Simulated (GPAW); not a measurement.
```
CELL_PARAMETERS angstrom
      2.73390     0.00000     0.00000
     -1.36695     2.36763     0.00000
      0.00000     0.00000     2.64135
ATOMIC_POSITIONS crystal
  V  0.66667 0.33333 0.00000
  N  0.33333 0.66667 0.50000
```

Level of theory: PBEsol+U, GPAW PAW datasets PBEsol (made by gpaw-setup) (plane waves; GPAW).

The set-up and first iterations of a GPAW log for VN (P-6m2, 2 atoms in the cell):

```
Input parameters:
  kpts: {gamma: True,
         size: (18, 18, 16)}
  maxiter: 100
  mode: {ecut: 950,
         name: pw}
  nbands: -10
  occupations: {name: fermi-dirac,
                width: 0.05}
  setups: {V: :d,8.0}
  symmetry: {symmorphic: False,
             tolerance: 0.0005}
  xc: PBEsol

species:
  V:
    name: Vanadium
    Z: 23.0
    valence: 13
    core: 10
    charge: 0.0
    Hubbard: {U: 8.0,  # eV
              l: 2,
              scale: True}
    file: V.PBEsol.gz

    # Using partial waves for V as LCAO basis

  N:
    name: Nitrogen
    Z: 7.0
    valence: 5
    core: 2
    charge: 0.0
    file: N.PBEsol.gz

    # Using partial waves for N as LCAO basis

Reference energy: -27268.708631  # eV

Spin-paired calculation

Convergence criteria:
 Maximum [total energy] change in last 3 cyles: 0.0005 eV / valence electron
 Maximum integral of absolute [dens]ity change: 0.0001 electrons / valence electron
   [... lines left out ...]
  Pulay-stress correction: 0.000000 eV/Ang^3 (de/decut=0.000000)

Occupation numbers: Fermi-Dirac:
  width: 0.0500  # eV

Eigensolver

Densities:
  Coarse grid: 20*20*20 grid
  Fine grid: 40*40*40 grid
  Total Charge: 0.000000

Density mixing:
  Method: separate
  Backend: pulay
  Linear mixing parameter: 0.05
  old densities: 5
  Damping of long wavelength oscillations: 50

Hamiltonian:
  XC and Coulomb potentials evaluated on a 40*40*40 grid
  External potential:
    NoExternalPotential

XC parameters: PBEsol with 2 nearest neighbor stencil

Number of atoms: 2
Number of atomic orbitals: 17
Number of bands in calculation: 19
Number of valence electrons: 18
Bands to converge: occupied

Density initialized from atomic densities
  17 bands from LCAO basis set
  2 bands from random numbers

Atomic positions and initial magnetic moments

Positions:
   0 V      1.366951    0.789208    0.000000    ( 0.0000,  0.0000,  0.0000)
   1 N     -0.000001    1.578419    1.320675    ( 0.0000,  0.0000,  0.0000)

Unit cell:
           periodic     x           y           z      points  spacing
  1. axis:    yes    2.733900    0.000000    0.000000    20     0.1184
  2. axis:    yes   -1.366950    2.367627    0.000000    20     0.1184
  3. axis:    yes    0.000000    0.000000    2.641350    20     0.1321

  Lengths:   2.733900   2.733900   2.641350
  Angles:   90.000000  90.000000 119.999998

Effective grid spacing dv^(1/3) = 0.1288
     iter     time        total  log10-change:
                         energy   eigst   dens
iter:   1 --:--:--   -14.546137
iter:   2 --:--:--   -13.568087   -1.14  -1.05
iter:   3 --:--:--   -11.624588   -1.50  -1.12
iter:   4 --:--:--   -11.814855   -2.82  -1.55
iter:   5 --:--:--   -11.827270   -2.15  -1.48
```

Problem. How does the run end?

Solution. The run ended unconverged after 100 iterations. It gives no final result for the task that was set. The log goes on:

```
   [... 4 lines left out ...]
iter:  10 --:--:--   -11.849783   -3.98  -2.58
iter:  11 --:--:--   -11.849659   -5.38  -2.81
iter:  12 --:--:--   -11.872180   -3.61  -2.82
   [... lines left out ...]
iter:  99 --:--:--   -11.870294   -2.73  -2.54
iter: 100 --:--:--   -11.789793   -2.31  -2.76

Did not converge!

Here are some tips:

1) Make sure the geometry and spin-state is physically sound.
2) Use less aggressive density mixing.
3) Solve the eigenvalue problem more accurately at each scf-step.
4) Use a smoother distribution function for the occupation numbers.
5) Try adding more empty states.
6) Use enough k-points.
7) Don't let your structure optimization algorithm take too large steps.
8) Solve the Poisson equation more accurately.
9) Better initial guess for the wave functions.

See details here:

    https://gpaw.readthedocs.io/documentation/convergence.html
Traceback (most recent call last):
   [... frames left out ...]
gpaw.KohnShamConvergenceError: Did not converge!  See text output for help.
```

The starting cell comes from a database of computed structures (which also holds hypothetical and non-ambient phases and stackings), without a prior relaxation at this level. Spin polarisation is off. The U value is a test value, and with U on an open shell several self-consistent states can exist.

The run was DFT PBEsol+U, plane waves, GPAW PAW datasets PBEsol (made by gpaw-setup). Main settings of its input:

| setting | value |
|---|---|
| mode | pw |
| ecut | 950 eV |
| xc | PBEsol |
| setups | {V: :d,8.0} |
| kpts | 18 18 16 |
| mesh shift (steps) | 0 0 0 |
| occupations.name | fermi-dirac |
| occupations.width | 0.05 eV |
| nbands | -10 |
| symmetry.symmorphic | false |
| symmetry.tolerance | 0.0005 |
| maxiter | 100 |
